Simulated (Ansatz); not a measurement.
We consider Mg2NbN3 (C2/m, No. 12, 12 atoms in the cell; start mp-1247557), described by PBEsol (plane waves, PAW; Ansatz, a program for electronic structure).

Settings: plane-wave cutoff 520 eV, 8×8×8 k mesh, Fermi–Dirac smearing 0.01 eV, no spin polarisation, scalar-relativistic PAW data made under PBE.

Cell (relaxed at this level):

```yaml
crystal:
  lattice:
    - [2.67022, -4.61842, 0.00046]
    - [2.67022, 4.61842, 0.00046]
    - [-1.79285, 0.00000, 5.02202]
  atoms:
    - { symbol: Mg, position: [0.83671, 0.16329, 0.50000] }
    - { symbol: Mg, position: [0.16329, 0.83671, 0.50000] }
    - { symbol: Mg, position: [0.50000, 0.50000, 0.50000] }
    - { symbol: Mg, position: [0.00000, 0.00000, 0.00000] }
    - { symbol: Nb, position: [0.33192, 0.66808, 0.00000] }
    - { symbol: Nb, position: [0.66808, 0.33192, 0.00000] }
    - { symbol: N, position: [0.42524, 0.07778, 0.23336] }
    - { symbol: N, position: [0.57476, 0.92222, 0.76664] }
    - { symbol: N, position: [0.92222, 0.57476, 0.76664] }
    - { symbol: N, position: [0.07778, 0.42524, 0.23336] }
    - { symbol: N, position: [0.73221, 0.73221, 0.23823] }
    - { symbol: N, position: [0.26779, 0.26779, 0.76177] }
```

### Question
What does this level give for the band gap and Γ–Γ gap?

### Answer

- band gap = 0.82 eV (on the SCF k mesh)
- Γ–Γ gap = 2.20 eV

Note: the relaxation could not lower the start's symmetry, so the cell can be a saddle point above a distorted one.

Spin–orbit coupling is not included.

The computed numbers hold no vibrational or temperature effects.

A start named mp-… is a Materials Project structure, which need not be a measured phase.
